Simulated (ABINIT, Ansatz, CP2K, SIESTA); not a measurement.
# BaHfO3 (Pm-3m, 5 atoms in the cell) computed with different codes at matched settings

Band-structure calculation.

```yaml
crystal:
  lattice:
    - [4.17000, 0.00000, 0.00000]
    - [0.00000, 4.17000, 0.00000]
    - [0.00000, 0.00000, 4.17000]
  atoms:
    - { symbol: Ba, position: [0.00000, 0.00000, 0.00000] }
    - { symbol: Hf, position: [0.50000, 0.50000, 0.50000] }
    - { symbol: O, position: [0.50000, 0.00000, 0.50000] }
    - { symbol: O, position: [0.00000, 0.50000, 0.50000] }
    - { symbol: O, position: [0.50000, 0.50000, 0.00000] }
```

Shared settings, as Ansatz (a quantum-chemistry and plane-wave program) writes them: kpoints.mp_grid.grid = 8 8 8; scf.occupations.method = fermi_dirac; scf.occupations.width = 0.01 eV. Potentials and cutoffs stand in the table.

| code | model | gap along the path (eV) | smallest direct gap (eV) | cutoff |
|---|---|---|---|---|
| Ansatz | PBE, default PAW files | 3.68 | 3.78 | 420 eV |
| CP2K | PBE, GPW, DZVP-MOLOPT-SR-GTH basis, GTH-PBE potentials (GTH_POTENTIALS) | 3.56 | 3.88 | grid 500 Ry |
| SIESTA | GGA PBE, numerical atomic orbitals DZP, PseudoDojo PBE standard norm-conserving potentials (rewritten from UPF to PSML) | 3.62 | 3.80 | grid 350 Ry |
| ABINIT | PBE, PAW (JTH v2.0 PBE PAW) | 3.60 | 3.80 | 653 eV |

On Ansatz's run: spin-orbit coupling is off.

The spread over the programs that give each value: gap along the path within 0.12 eV; smallest direct gap within 0.10 eV.

CP2K and SIESTA use small atom-centred bases, whose incompleteness enters pressures, forces and empty levels differently from a plane-wave cutoff.

The starting cell has typed, rounded lattice constants, without a prior relaxation at this level.

Left out of this page: Quantum ESPRESSO (not drawn, or without a comparable value).

Keys are those of Ansatz 0.2.
